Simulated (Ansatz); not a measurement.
## WTe2 (model structure, started from the 3R-MoS2 type, R3m, No. 160, 3 atoms in the cell): properties by level of theory

```json
[
 {"level (code)": "PBE (Ansatz)", "equilibrium lattice constant a (Å)": "3.559", "c axis length (Å)": "23.853"},
 {"level (code)": "PBEsol (Ansatz)", "equilibrium lattice constant a (Å)": "3.501", "c axis length (Å)": "21.331"},
 {"level (code)": "PBE-D3(BJ) (Ansatz)", "equilibrium lattice constant a (Å)": "3.508", "c axis length (Å)": "20.667"}
]
```

Caveats: a distance lies near a switch of the dispersion term, which can move the cell (PBE-D3(BJ)). Ansatz's density-functional and Hartree–Fock values are scalar-relativistic unless marked +SOC, with PAW data made under PBE.

A model structure was made by putting elements into a prototype or built by hand; it is no filed structure, need not be a known phase, and can be a saddle point held by its symmetry.

Ansatz is a quantum-chemistry and plane-wave program.
